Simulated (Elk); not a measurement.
Input and output of a self-consistent single point for Nb3Au2 (I4/mmm, 5 atoms in the cell) (Elk).

Level of theory: LDA (PW92), all-electron FP-LAPW, Elk's shipped species files, APW+lo basis with extra local orbitals (Elk 10.2.4).

```xyz
5
Lattice="-1.7078 1.7078 7.6609 1.7078 -1.7078 7.6609 1.7078 1.7078 -7.6609" Properties=species:S:1:pos:R:3 pbc="T T T"
Nb     0.0000     0.0000     0.0000
Nb     0.0000     0.0000     6.1171
Nb     0.0000     0.0000     9.2047
Au     0.0000     0.0000     3.0608
Au     0.0000     0.0000    12.2610
```

Reference input (self-consistent single point, DFT, PBEsol, all-electron FP-LAPW, Elk's shipped species files, APW+lo basis with extra local orbitals): xctype = 22; rgkmax = 8; stype = 0; swidth = 0.00734986 Ha; ngridk = 7 7 7; gmaxvr = 14 1/bohr; nxlo = 2; lorbcnd = true; rmtscf = 0.91; lmaxi = 2. This run's input differs from it in these lines:

```diff
@@ -4,3 +4,3 @@
 xctype
-  22
+  3
```

Output (repeated stretches shortened):

```
│ Self-consistent loop started │
│ Loop number : 1 │
 total energy                :     -49458.5854598
│ Loop number : 2 │
 total energy                :     -49464.7112247
RMS change in Kohn-Sham potential (target) :   0.3872680153     (  0.1000000000E-05)
Absolute change in total energy (target)   :    6.125764936     (  0.1000000000E-03)
│ Loop number : 3 │
 total energy                :     -49485.9014329
RMS change in Kohn-Sham potential (target) :   0.2921528903     (  0.1000000000E-05)
Absolute change in total energy (target)   :    22.72164948     (  0.1000000000E-03)
│ Loop number : 4 │
   [... lines left out ...]
Absolute change in total energy (target)   :   0.2403468468E-02 (  0.1000000000E-03)
│ Loop number : 16 │
 total energy                :     -49524.1706484
RMS change in Kohn-Sham potential (target) :   0.1060849059E-05 (  0.1000000000E-05)
Absolute change in total energy (target)   :   0.2403787803E-03 (  0.1000000000E-03)
│ Loop number : 17 │
 total energy                :     -49524.1705806
RMS change in Kohn-Sham potential (target) :   0.2938531087E-06 (  0.1000000000E-05)
Absolute change in total energy (target)   :   0.7767295756E-05 (  0.1000000000E-03)
Convergence targets achieved

│ Loop number : 18 │

Energies :
 Fermi                       :     0.413480096079
 total energy                :     -49524.1706175

Density of states at Fermi energy :    102.0520738
 (states/Hartree/unit cell)

Estimated indirect band gap :   0.4349549523E-03
 from k-point     37 to k-point      6
Estimated direct band gap   :   0.1317413125E-02
 at k-point     37

Charges :
 core                        :    180.0000000
 valence                     :    101.0000000
 interstitial                :    9.994224818
 muffin-tins (core leakage)
  species :    1 (Nb)
   atom    1                 :    38.62714672     (  0.5510190551E-05)
   atom    2                 :    38.50248343     (  0.5457306340E-05)
   atom    3                 :    38.50248343     (  0.5457306340E-05)
  species :    2 (Au)
   atom    1                 :    77.68683080     (  0.3788374595E-03)
   atom    2                 :    77.68683080     (  0.3788374595E-03)
 total in muffin-tins        :    271.0057752
 total calculated charge     :    281.0032878
 total charge                :    281.0000000
 error                       :   0.3287774636E-02

│ Self-consistent loop stopped │
```

The run converged in 18 iterations. The count includes the last loop, which Elk runs after its targets are met. 

The starting cell comes from a database of computed structures (which also holds hypothetical and non-ambient phases and stackings), without a prior relaxation at this level. Spin-orbit coupling is off. Spin polarisation is off. Values depend on the basis (sphere radii, cutoffs, local orbitals), which need not be converged. The log's line on a gap gives a spacing of levels on this mesh, which the program prints for metals too.

Cost on one core of a shared machine: roughly 3 min.
